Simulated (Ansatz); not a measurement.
**Pressure series in GaN**

Take GaN in the zinc blende structure (space group F-43m, No. 216) as the base.

GaN is modelled in the cubic space group F-43m (No. 216), the zinc blende structure, Pearson symbol cF8. Cell: a = 4.4979 Å, b = 4.4979 Å, c = 4.4979 Å, α = 90.00°, β = 90.00°, γ = 90.00°. Ga on 4a has 4 N at 1.948 Å (tetrahedral). N on 4d has 4 Ga at 1.948 Å (tetrahedral). (Neighbours: up to the widest gap in distance over summed covalent radii, below 1.35, at either atom; cation-cation and far metal-metal contacts left out.)
(The calculation used a cell of 2 atoms; values per cell refer to that cell.)

Cell and atoms are relaxed at each pressure.

Method: r2SCAN (Ansatz, a quantum-chemistry and plane-wave program, PAW, no spin-orbit coupling).

```tsv
P (GPa)	V (Å³/atom)
-1.99	11.493
-0.99	11.433
0.90	11.323
2.10	11.257
4.51	11.128
8.99	10.909
14.99	10.646
22.49	10.358
29.99	10.104
```

**Question.** Fit a third-order Birch–Murnaghan equation of state.

**Answer.** Least squares on P(V) = (3B₀/2)[(V₀/V)^(7/3) − (V₀/V)^(5/3)]·[1 + (3/4)(B₀′ − 4)((V₀/V)^(2/3) − 1)] gives V₀ = 11.37 Å³/atom, B₀ = 197 GPa and B₀′ = 4.2.

Between the base and pressure 22.5 GPa the gap moves from 2.17 eV to 2.80 eV, a mean slope of 28 meV/GPa.

Load acts through the strain it causes; cell and atoms are relaxed under it. Stability against distortions was not tested. Tetrahedral semiconductors of this kind turn to denser phases somewhere between about 1 and 50 GPa; those were not computed, so compressed cells here can lie past the real transition. This is not the structure that GaN has at room temperature and ambient pressure.
